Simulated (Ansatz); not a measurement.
Adsorption energy and surface dipole of Br on the (100) surface of germanium (p(2x2) alternately buckled dimers; a constructed slab, bottom: dihydride, held), one in a cell of 66 Å², started at the site 'top Ge', worked from the runs' numbers; total energies count from the potentials' own zero.

Calculation: PBE (plane waves to 420 eV, PAW; Ansatz, a program for electronic structure).

Slab: 41 atoms, 11.3 Å thick at the start with caps and adatoms under the adsorbate (thin: gaps and levels are the slab's own); k 3x3x1, smearing 0.01 eV, dipole-corrected; 24 atoms held, the rest relaxed; symmetry of the start imposed; spin-polarised, no spin-orbit, no U, no dispersion correction. The slab shows no gap over 0.04 eV on its mesh. The starting moment vanished. At the end it is bonded to Ge. In PBE this state lies 0.09 eV over the lowest of the starts that converged ('hollow Ge-Ge-Ge-Ge over Ge at depth 3.2 Å').

```csv
quantity,value
slab with the adsorbate,-140344.837 eV
"clean slab, same cell and mesh",-137560.350 eV
"reference, ½ Br2(g)",-2783.051 eV
area of the cell,66.36 Å²
change of the step from the bottom to the top vacuum level,0.621 eV
```

Question: What is the adsorption energy against this reference?

Answer: E(slab + adsorbate) − E(slab) − E(reference) = -1.44 eV, so in this state the adsorbate is more stable than in the reference, at a coverage of 1.51 a nm².

Question: What dipole does adsorption add to the slab along the outward normal (Helmholtz relation, ε₀ = 0.005526 e/(V·Å))?

Answer: p = −ε₀·A·ΔV = -0.228 e·Å = -1.09 D; its negative end points to the vacuum, which raises the vacuum level.
